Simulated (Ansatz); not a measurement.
Levels about the gap of amorphous In$_{24}$O$_{39}$Lu$_{2}$ (65 atoms in a cell of 948 Å³, 6.53 g/cm³; zone centre alone, so wide bands show as single levels with stretches between that a denser mesh fills), at the geometry that PBE relaxed, where it gives 0.1 GPa on a denser mesh. Exact exchange is cut at the faces of this small cell, which leaves a finite-size error. The participation number counts the atoms over which a state spreads; weights are charges in smoothed Voronoi cells. The levels come from a single point, so bond lengths are those of that geometry. Method of the levels: HSE06, scalar-relativistic without spin-orbit coupling (Ansatz, a first-principles code). Sampling: the zone centre alone; Fermi-Dirac width 0.02 eV; no spin polarisation. At PBE the levels at the filled edge of the gap are localised (band-tail or defect states).

Preparation: random packing, a CHGNet melt and quench, and a DFT relaxation. O atoms were pushed apart under 1.9 Å during the dynamics, to hinder bonds among them. The hot cell started wider than the set density and was brought back towards it in steps. It is the lowest in DFT energy of 2 quenches. It is a model cell: composition and starting density were chosen by hand, and all elements were melted together. No dispersion term was used. Its density started from a set value of 6.73 and ended at 6.53 g/cm³. The simulated quench (nominally 280 K/ps over its main leg) is rapid and tends to freeze in more defects than a deposited or slowly cooled glass has. Values belong to this one cell and scatter from quench to quench. Volume and shape were free in the relaxation.

```csv
"E - E(highest filled), eV",filling,participation number,largest on,weight O,weight In,weight Lu
-0.24,filled,17.3,"O, 4 neighbours",0.94,0.05,0.00
-0.21,filled,16.1,"O, 3 neighbours",0.93,0.06,0.00
-0.19,filled,10.9,"O, 3 neighbours",0.95,0.04,0.01
-0.17,filled,6.7,"O, 3 neighbours",0.95,0.04,0.01
-0.12,filled,17.9,"O, 3 neighbours",0.94,0.06,0.00
-0.03,filled,8.6,"O, 3 neighbours",0.95,0.05,0.00
0.00,filled,10.7,"O, 3 neighbours",0.94,0.05,0.01
2.08,empty,59.9,"In, 4 neighbours",0.53,0.45,0.02
4.78,empty,26.5,"In, 4 neighbours",0.58,0.41,0.01
4.84,empty,32.7,"In, 4 neighbours",0.59,0.40,0.01
5.06,empty,44.2,"In, 5 neighbours",0.59,0.40,0.01
5.19,empty,43.4,"In, 6 neighbours",0.59,0.40,0.01
5.27,empty,36.7,"In, 4 neighbours",0.58,0.41,0.01
5.49,empty,27.6,"In, 5 neighbours",0.56,0.42,0.02
```

Most localised among these is the filled level at -0.17 eV, on a O atom, which has 3 neighbours (In 2.15 Å, In 2.18 Å, Lu 2.18 Å).
